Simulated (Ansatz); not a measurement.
1T (CdI2-type) CaI₂ was calculated with r²SCAN (Ansatz, a program for electronic structure, plane waves, PAW).

Run with plane-wave cutoff 500 eV, 12×12×6 k mesh (along the axes of the cell as run), gaussian smearing 0.02 eV, scalar-relativistic PAW data made under PBE.

Computed at the level's own relaxed cell.

Q: Predict the equilibrium volume per atom, equilibrium lattice constant a and lattice parameter c.

A: 
equilibrium volume per atom: 42.72 Å³/atom
equilibrium lattice constant a: 4.518 Å
lattice parameter c: 7.249 Å

Note: the cell comes from a level without a dispersion term, which matters for the spacing of layers, chains or molecules; the volume lies 6 % above that of the published cell; the cell has widely spaced layers and the level no dispersion term, so their spacing and the moduli can rest on weak binding.

Spin–orbit coupling is not included.

The computed numbers hold no vibrational or temperature effects.
